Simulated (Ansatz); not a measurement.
**Cubic perovskite CsPbCl₃ (cubic high-temperature phase)**

Computed with PBE in Ansatz (plane waves, PAW).

Run with plane-wave cutoff 500 eV, 6×6×6 k mesh, gaussian smearing 0.02 eV, scalar-relativistic PAW data made under PBE.

Cell (relaxed at this level):

```cif
data_Cl3CsPb
_chemical_formula_sum 'Cs1 Pb1 Cl3'
_space_group_name_H-M_alt 'Pm-3m'
_space_group_IT_number 221
_space_group_name_Hall '-P 4 2 3'
_cell_length_a 5.73551
_cell_length_b 5.73551
_cell_length_c 5.73551
_cell_angle_alpha 90.000
_cell_angle_beta 90.000
_cell_angle_gamma 90.000
loop_
_atom_site_label
_atom_site_type_symbol
_atom_site_symmetry_multiplicity
_atom_site_Wyckoff_symbol
_atom_site_fract_x
_atom_site_fract_y
_atom_site_fract_z
_atom_site_occupancy
Cs1 Cs 1 a 0.00000 0.00000 0.00000 1
Pb1 Pb 1 b 0.50000 0.50000 0.50000 1
Cl1 Cl 3 c 0.00000 0.50000 0.50000 1
```

For cubic perovskite CsPbCl₃ (cubic high-temperature phase), the band gap comes out as 2.21 eV (on the SCF k mesh).

Note: the relaxation could not lower the start's symmetry, so the cell can be a saddle point above a distorted one.

Spin–orbit coupling is not included; with these elements it can move the gap by several tenths of an eV or more.

Static lattice: no zero-point or thermal effects.

Ansatz is an electronic-structure program.
